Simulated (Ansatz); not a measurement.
System: GaN (model structure, started from the alpha GeTe type, Fm-3m, No. 225, 2 atoms in the cell). Method: PBE0 (Ansatz, a quantum-chemistry and plane-wave program, PAW).

Numerical settings: plane-wave cutoff 500 eV, 10×10×10 k mesh, Fermi–Dirac smearing 0.05 eV, scalar-relativistic PAW data made under PBE.

Cell (relaxed with r²SCAN):

```cif
data_GaN
_chemical_formula_sum 'Ga1 N1'
_space_group_name_H-M_alt 'P 1'
_space_group_IT_number 1
_cell_length_a 2.98188
_cell_length_b 2.98188
_cell_length_c 2.98188
_cell_angle_alpha 59.998
_cell_angle_beta 59.998
_cell_angle_gamma 59.998
loop_
_space_group_symop_operation_xyz
  'x, y, z'
loop_
_atom_site_label
_atom_site_type_symbol
_atom_site_fract_x
_atom_site_fract_y
_atom_site_fract_z
_atom_site_occupancy
Ga1 Ga 0.74999 0.74999 0.74999 1
N1 N 0.25001 0.25001 0.25001 1
```

Question: Predict the band gap.

Answer: 
band gap: 2.64 eV (on the SCF k mesh)

Note: exact exchange on metals is sensitive to the k mesh and can open a false gap; the relaxation could raise the start's symmetry but not lower it, so the cell can be a saddle point; cell and atoms aren't relaxed at this level (pressure -1.6 GPa).

Spin–orbit coupling is not included.

The computed numbers hold no vibrational or temperature effects.

Computing time: about 4 core-minutes (a rough figure).

A model structure was made by putting elements into a prototype or built by hand; it is no filed structure, need not be a known phase, and can be a saddle point held by its symmetry.
